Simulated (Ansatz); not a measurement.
Functionals compared on F on the 1x1 (0001) surface of hcp Sc, one in a 2x2 cell, started at the site 'hollow Sc-Sc-Sc', in Ansatz (plane waves, PAW). The structure was relaxed with PBE; the other rows are single points on it, each with its references at the same level. Cutoff 420 eV (500 eV for r2SCAN).

Model: 17-atom slab, 7.6 Å thick at the start under the adsorbate (thin: gaps and levels are the slab's own), 5x5x1 mesh, Fermi-Dirac 0.1 eV, dipole correction, 8 atoms held, the rest relaxed; start symmetry kept, larger cells not searched; no spin, no spin-orbit, no U, no dispersion correction. At the end it is bonded to 3 Sc. In PBE it is, or lies within 0.03 eV of, the lowest of the starts that converged. These notes are the PBE run's. Adsorption energies are against ½ F2(g). A negative adsorption energy means that the adsorbate is more stable on the surface than in its reference.

```
functional  adsorption energy (eV)  work function of the top face (eV)  change of the work function (eV)          rough cost of the single point
----------  ----------------------  ----------------------------------  --------------------------------  --------------------------------------
PBE                          -5.87                                3.28                             -0.30                                       –
RPBE                         -5.68                                3.18                             -0.31  about 60 core-seconds (a rough figure)
r2SCAN                         ___                                 ___                               ___           very roughly 2.1 core-minutes
```

Q: What belongs in the gaps?

A: 
- r2SCAN, adsorption energy (eV): -6.38
- r2SCAN, work function of the top face (eV): 3.31
- r2SCAN, change of the work function (eV): -0.35

Ansatz is a first-principles code.
